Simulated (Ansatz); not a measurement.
Input and output of a self-consistent single point for Ge (Fd-3m, 2 atoms in the cell) (Ansatz, a first-principles code).

Method of the run: PBEsol, default PAW files made with PBE (plane waves; Ansatz).

```yaml
crystal:
  lattice:
    - [0.00000, 2.82012, 2.82012]
    - [2.82012, 0.00000, 2.82012]
    - [2.82012, 2.82012, 0.00000]
  atoms:
    - { symbol: Ge, position: [0.50000, 0.50000, 0.50000] }
    - { symbol: Ge, position: [0.75000, 0.75000, 0.75000] }
```

Reference input (self-consistent single point, DFT, PBE, plane waves, default PAW files): basis.ecutwfc = 420 eV; kpoints.mp_grid.grid = 8 8 8; hamiltonian.xc = pbe; hamiltonian.pseudopotentials = {kind: paw} (the program's default PAW files); scf.occupations.method = fermi_dirac; scf.occupations.width = 0.1 eV. This run's input differs from it in these lines:

Ansatz 0.2 input:
```diff
@@ -14,3 +14,3 @@
 hamiltonian:
-  xc: pbe
+  xc: pbesol
   pseudopotentials: { kind: paw }
```

Output (repeated stretches shortened):

```
SCF iter   1: F=—  HF=-8506.982191 eV  |F-HF|=—  |Δ(HF+E_count)|=         —  Δρ=2.39e-3  dr2=2.97e-3  ethr=1.77e-3  ⟨swp⟩=5.7  Hψ=2442  notcnv=0
all-band conjugate gradients solve this SCF's bands
preconditioner: auto → Kerker (q_TF=auto, 2.522 Å⁻¹)
SCF iter   2: F=—  HF=-8506.980894 eV  |F-HF|=—  |Δ(HF+E_count)|=   1.30e-3  Δρ=1.69e-3  dr2=1.62e-3  ethr=1.06e-5  ⟨swp⟩=1.4  Hψ=770  notcnv=0
SCF iter   3: F=—  HF=-8506.981021 eV  |F-HF|=—  |Δ(HF+E_count)|=   1.27e-4  Δρ=9.23e-4  dr2=1.88e-4  ethr=5.79e-6  ⟨swp⟩=2.0  Hψ=929  notcnv=0
SCF iter   4: F=—  HF=-8506.980942 eV  |F-HF|=—  |Δ(HF+E_count)|=   7.92e-5  Δρ=3.93e-4  dr2=1.11e-4  ethr=6.73e-7  ⟨swp⟩=2.0  Hψ=930  notcnv=0
SCF iter   5: F=—  HF=-8506.980893 eV  |F-HF|=—  |Δ(HF+E_count)|=   4.85e-5  Δρ=1.93e-4  dr2=1.32e-5  ethr=3.98e-7  ⟨swp⟩=2.0  Hψ=930  notcnv=0
SCF iter   6: F=—  HF=-8506.980909 eV  |F-HF|=—  |Δ(HF+E_count)|=   1.54e-5  Δρ=2.60e-5  dr2=2.86e-7  ethr=4.72e-8  ⟨swp⟩=2.7  Hψ=856  notcnv=0
SCF iter   7: F=-8506.980909 eV  HF=-8506.980909 eV  |F-HF|=1.12e-7  |Δ(HF+E_count)|=   4.73e-7  Δρ=1.68e-5  dr2=5.09e-8  ethr=3.57e-10  ⟨swp⟩=5.0  Hψ=2066  notcnv=0
SCF 1 converged in 7 iterations: F = -8506.980909 eV  dr2 = 5.09e-8
Free energy (F): -8506.980909 eV
Internal energy: -8506.976772 eV  (E = F + TS)
E sigma→0 (E₀):  -8506.978840 eV
Entropy (-TS):   -0.004137 eV (-2.068 meV/atom)
Fermi energy:    8.587523 eV
--- Forces (eV/Å), atoms counted from 1 ---
  atom   1  Ge     0.00000000     0.00000000    -0.00000000
  atom   2  Ge    -0.00000000    -0.00000000    -0.00000000
--- Stress (GPa, compression-positive) ---
        1.335524      -0.000000       0.000000
        0.000000       1.335524       0.000000
       -0.000000       0.000000       1.335524
  P = ⅓ Tr σ = 1.3355 GPa (13.355 kbar)
  The stress holds the Pulay correction. Without it, at fixed plane waves, as pw.x and ABINIT print it: P = 1.3123 GPa
```

The run converged in 7 iterations. Against the reference run the pressure goes from 4.38 to 1.34 GPa.

The starting cell comes from a database of computed structures (which also holds hypothetical and non-ambient phases and stackings), without a prior relaxation at this level. Its lattice was rescaled by a random factor within 2.5 % of one. Ansatz's pressure includes its estimate of the finite-basis (Pulay) stress.
